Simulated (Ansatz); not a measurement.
The parent structure is Pd in the fcc (Cu type) structure (space group Fm-3m, No. 225; a = 3.8775 Å; relaxed with 0.1 eV smearing).

Method: DFT with PBEsol, PAW potentials and a 420 eV plane-wave cutoff in Ansatz (a quantum-chemistry and plane-wave program), no spin-orbit coupling, earlier PAW set.

Base values:

| Item | Value |
|---|---|
| Pressure | 0.0 GPa |
| Band gap | zero |

The change: an isotropic linear strain of +4.76 %; the atoms relax in the strained cell.

### Question
What happens to the pressure?

### Answer
The pressure goes from zero to -19.3 GPa.

### Question
Estimate the effect on the energy relative to the base.

### Answer
The energy rises by 153 meV/atom.

### Question
How does this affect the band gap?

### Answer
The band gap remains zero.

Stability against distortions was not tested. The final runs are not spin-polarised. Pd lies near a magnetic instability that expansion can trigger; it was not tested.
